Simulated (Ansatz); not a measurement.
System: SiO2 (model structure, started from the brookite type, Pbca, No. 61, 24 atoms in the cell). Method: r²SCAN (Ansatz, a program for electronic structure, PAW).

Settings: plane-wave cutoff 560 eV, 8×4×8 k mesh (along the axes of the cell as run), Fermi–Dirac smearing 0.01 eV, scalar-relativistic PAW data made under PBE.

Cell (relaxed at this level):

```cif
data_O16Si8
_chemical_formula_sum 'Si8 O16'
_space_group_name_H-M_alt 'Pbca'
_space_group_IT_number 61
_space_group_name_Hall '-P 2ac 2ab'
_cell_length_a 4.67382
_cell_length_b 8.27588
_cell_length_c 4.98485
_cell_angle_alpha 90.000
_cell_angle_beta 90.000
_cell_angle_gamma 90.000
loop_
_atom_site_label
_atom_site_type_symbol
_atom_site_symmetry_multiplicity
_atom_site_Wyckoff_symbol
_atom_site_fract_x
_atom_site_fract_y
_atom_site_fract_z
_atom_site_occupancy
Si1 Si 8 c 0.12703 0.37213 0.38857 1
O1 O 8 c 0.31900 0.48966 0.15021 1
O2 O 8 c 0.45648 0.26765 0.38801 1
```

Task: What does this level give for the band gap?

Result: 
* **band gap**: 6.87 eV (on the SCF k mesh)

Note: the relaxation could raise the start's symmetry but not lower it, so the cell can be a saddle point.

Computed values are for the static lattice.

A model structure was made by putting elements into a prototype or built by hand; it is no filed structure, need not be a known phase, and can be a saddle point held by its symmetry.
